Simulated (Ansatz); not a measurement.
Consider In-vacancy pair (In on one host Ga site, one Ga site vacant) in wurtzite GaN, charge state -3. The step: direct exchange of In with the vacancy (In-vacancy distance between ideal sites 3.21 Å throughout); the atom moves 2.93 Å along (-0.30, 0.31, 0.45) of the unit cell; the moving atom starts with neighbours N at 2.05, N at 2.12, 2 N at 2.17 Å and ends with N at 2.03, 2 N at 2.12, N at 2.21 Å. A PBE band in Ansatz (plane-wave PAW, one k-point at (0.125, 0.250, 0.250), 72 host sites, 22 SCF runs with any check of the saddle's order, static, no finite-size correction) gives a forward barrier of 1.32 eV. The saddle point's order was not checked, and it lies on a symmetry element of the cell, where a band can be held. The charge state is imposed; whether it is stable for some Fermi level was not computed. Forms of the defect that were not tried may lie lower. The start lies 0.13 eV above the lowest site run (PBE).

Single points at the band's start and saddle point can refine it. Rough cost of one point, in units of the band's mean SCF on the same machine:

```json
[
 {"Level": "PBE, a 2×2×2 k-point mesh shifted by half a step along c", "Cost of one point": "about 5"},
 {"Level": "r2SCAN at 500 eV, one k-point at (0.125, 0.250, 0.250)", "Cost of one point": "about 3"}
]
```

Task: Which of these move the barrier by more than 0.1 eV, and how far does each move it?

Result: PBE, a 2×2×2 k-point mesh shifted by half a step along c: -0.05 eV; r2SCAN at 500 eV, one k-point at (0.125, 0.250, 0.250): +0.12 eV. Each functional is compared with PBE at the same k-points.

Ansatz is an electronic-structure program.
